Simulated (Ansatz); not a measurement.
Start from SnS₂ in the CdI2 type structure (space group P-3m1, No. 164; layered, stacked along the Cartesian z axis).

```xyz
3
Lattice="3.6695 0.0000 0.0000 -1.8347 3.1778 0.0000 0.0000 0.0000 5.8076" Properties=species:S:1:pos:R:3 pbc="T T T"
Sn     0.0000     0.0000     0.0000
S      0.0000     2.1186     1.4783
S      1.8347     1.0593     4.3293
```

Cartesian axes are those of the cell as printed.

Levels (all Ansatz, a program for electronic structure, PAW, earlier PAW set): PBE-D3(BJ) (420 eV, without spin-orbit coupling); HSE06 (420 eV, scalar-relativistic without spin-orbit coupling).

Its gap is 1.27 eV with PBE-D3(BJ) and 2.13 eV with HSE06.

Perturbation: biaxial strain −2.63 %, plane normal [001], relaxed out of plane (Cartesian); in-plane vectors clamped, the third vector and the atoms free.

With PBE-D3(BJ) the gap becomes 1.38 eV.

Problem. If the HSE06 correction stayed the same, what would the HSE06 gap be, and what does the HSE06 run give?

Solution. A rigid correction of +0.86 eV gives 2.24 eV. The HSE06 run gives 2.20 eV, so the correction itself changes by -0.04 eV.

Single points use the geometry relaxed with PBE-D3(BJ). HSE06 was sampled on its mesh, a few special points and the semilocal edge points, so its gap is an upper bound. Whether these cells are dynamically stable was not tested.
